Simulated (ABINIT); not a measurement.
Worked example: self-consistent single point of NbIr3 (Pm-3m, 4 atoms in the cell) in ABINIT.

Method: PBEsol, norm-conserving pseudopotentials (PseudoDojo nc-sr-04 PBEsol standard) (plane waves; ABINIT 10.0.3).

```
CELL_PARAMETERS angstrom
      3.94394     0.00000     0.00000
      0.00000     3.94394     0.00000
      0.00000     0.00000     3.94394
ATOMIC_POSITIONS crystal
  Nb 0.00000 0.00000 0.00000
  Ir 0.50000 0.50000 0.00000
  Ir 0.00000 0.50000 0.50000
  Ir 0.50000 0.00000 0.50000
```

Reference input (self-consistent single point, DFT, LDA (PW92), plane waves, norm-conserving pseudopotentials (PseudoDojo nc-sr-04 LDA standard)): pseudos = [Nb.upf, Ir.upf]; ecut = 41 Ha; ixc = 7; occopt = 3; tsmear = 0.05 eV; ngkpt = 8 8 8; nshiftk = 1; shiftk = 0 0 0; potentials = PseudoDojo nc-sr-04 LDA standard; nband = 41; kptopt = 1; nstep = 50. This run's input differs from it in these lines:

```diff
@@ -1,2 +1,2 @@
-# NbIr3, PseudoDojo nc-sr-04 LDA standard
+# NbIr3, PseudoDojo nc-sr-04 PBEsol standard
 pp_dirpath "./"
@@ -18,3 +18,3 @@
 ecut 41
-ixc 7
+ixc -116133
 occopt 3
```

Its files differ too (potentials: PseudoDojo nc-sr-04 LDA standard → PseudoDojo nc-sr-04 PBEsol standard).

Output, abridged:

```
--- !BeginCycle
solver: {iscf: 7, nstep: 50, nline: 4, wfoptalg: 0, }
tolerances: {toldfe: 1.00E-09, }
...

     iter   Etot(hartree)      deltaE(h)  residm     vres2
 ETOT  1  -406.53034295078    -4.065E+02 3.020E-01 1.217E+03
 ETOT  2  -405.77102657484     7.593E-01 6.400E-02 7.620E+03
 ETOT  3  -406.85158642016    -1.081E+00 2.578E-02 5.745E+02
 ETOT  4  -406.92256080713    -7.097E-02 7.066E-03 1.127E+02
 ETOT  5  -406.93744302404    -1.488E-02 8.951E-03 5.794E+00
   [... 2 lines left out ...]
 ETOT  8  -406.93826081008    -2.811E-07 3.643E-03 2.522E-04
 ETOT  9  -406.93826084575    -3.567E-08 1.262E-03 2.967E-06
 ETOT 10  -406.93826084620    -4.477E-10 5.903E-04 8.163E-10
 ETOT 11  -406.93826084619     1.427E-11 4.828E-04 3.708E-12
 At SCF step   11, etot is converged :
  for the second time, diff in etot=  1.427E-11 < toldfe=  1.000E-09

 Cartesian components of stress tensor (hartree/bohr^3)
  sigma(1 1)=  5.08403222E-04  sigma(3 2)=  0.00000000E+00
  sigma(2 2)=  5.08403222E-04  sigma(3 1)=  0.00000000E+00
  sigma(3 3)=  5.08403222E-04  sigma(2 1)=  0.00000000E+00

 ----iterations are completed or convergence reached----

 reduced coordinates (array xred) for    4 atoms
       0.000000000000      0.000000000000      0.000000000000
       0.500000000000      0.500000000000      0.000000000000
       0.000000000000      0.500000000000      0.500000000000
       0.500000000000      0.000000000000      0.500000000000
 cartesian forces (eV/Angstrom) at end:
    1     -0.00000000000000    -0.00000000000000    -0.00000000000000
   [... lines left out ...]
 Fermi (or HOMO) energy (hartree) =   0.60396   Average Vxc (hartree)=  -0.53235
   [... lines left out ...]
total_energy        : -4.06938260846187E+02
total_energy_eV     : -1.10733532232064E+04
band_energy         : -2.94799915416648E+01
...

-Cartesian components of stress tensor (GPa)         [Pressure= -1.4958E+01 GPa]
- sigma(1 1)=  1.49577367E+01  sigma(3 2)=  0.00000000E+00
- sigma(2 2)=  1.49577367E+01  sigma(3 1)=  0.00000000E+00
- sigma(3 3)=  1.49577367E+01  sigma(2 1)=  0.00000000E+00

 Calculation completed.
```

The run converged in 11 iterations. Against the reference run the pressure goes from -20.07 to -14.96 GPa.

The starting cell comes from a database of computed structures (which also holds hypothetical and non-ambient phases and stackings), without a prior relaxation at this level. Its lattice was rescaled by a random factor within 2.5 % of one. Spin polarisation is off. With a pressure of about -15 GPa the cell is away from its equilibrium volume at this level.

Cost on one core of a shared machine: roughly 4 min.
